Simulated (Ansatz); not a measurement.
Levels about the gap of amorphous Si26O36C8 (70 atoms in a cell of 1059 Å³, 2.20 g/cm³; zone centre alone, so wide bands show as single levels with stretches between that a denser mesh fills), at the geometry that PBE relaxed, where it gives -0.4 GPa on a denser mesh. The participation number counts the atoms over which a state spreads; weights are charges in smoothed Voronoi cells. The levels come from a single point, so bond lengths are those of that geometry. Method of the levels: PBE, scalar-relativistic without spin-orbit coupling (Ansatz, a first-principles code). Sampling: the zone centre alone; Fermi-Dirac width 0.01 eV; collinear spin, started from moments on atoms (at the end a net moment of 0.0 μB, with unpaired spins of both signs, a broken-symmetry state; no other order was tried). In the spin-polarised cell the level spacing at the Fermi energy can part levels of unlike spin. At PBE the levels at both edges of the gap are localised (band-tail or defect states), and the nearest spread-out levels lie 2.4 eV apart at the zone centre.

Preparation: random packing, a CHGNet melt and quench, and a DFT relaxation. O atoms were pushed apart under 1.9 Å during the dynamics, to hinder bonds among them. The hot cell started wider than the set density and was brought back towards it in steps. It is the lowest in DFT energy of 2 quenches. It is a model cell: composition and starting density were chosen by hand, and all elements were melted together. No dispersion term was used. Its density started from a set value of 2.20 and ended at 2.20 g/cm³. Cooling (nominally 400 K/ps over its main leg) ran many orders faster than in experiment, which tends to leave more defects and strain. Values belong to this one cell and scatter from quench to quench. The volume was held where the preparation left it, at a PBE pressure of -0.4 GPa (tension). Stress components on the final sampling reach 2.4 GPa. Cycles of charging lowered its energy after that relaxation.

```csv
"E - E(highest filled), eV",filling,spin,participation number,largest on,weight Si,weight C,weight O
-0.58,filled,up,11.8,"Si, 4 neighbours",0.54,0.16,0.29
-0.54,filled,dn,5.5,"Si, 2 neighbours",0.64,0.15,0.21
-0.53,filled,up,6.8,"Si, 2 neighbours",0.61,0.16,0.22
-0.45,filled,up,3.9,"C, 3 neighbours",0.18,0.51,0.30
-0.42,filled,dn,5.3,"C, 3 neighbours",0.24,0.42,0.34
0.00,filled,up,4.4,"C, 3 neighbours",0.29,0.52,0.19
0.00,filled,dn,4.4,"C, 3 neighbours",0.29,0.52,0.19
0.78,empty,dn,4.2,"C, 3 neighbours",0.20,0.54,0.26
0.88,empty,up,3.8,"C, 3 neighbours",0.18,0.51,0.31
0.97,empty,up,7.7,"Si, 2 neighbours",0.40,0.36,0.24
0.99,empty,dn,7.7,"Si, 2 neighbours",0.43,0.33,0.24
1.81,empty,dn,16.5,"Si, 4 neighbours",0.53,0.26,0.21
1.82,empty,up,17.0,"Si, 4 neighbours",0.54,0.26,0.21
2.00,empty,dn,11.5,"Si, 3 neighbours",0.62,0.13,0.25
```

Most localised among these is the empty level at +0.88 eV, on a C atom, which has 3 neighbours (O 1.36 Å, Si 1.84 Å, Si 1.86 Å).
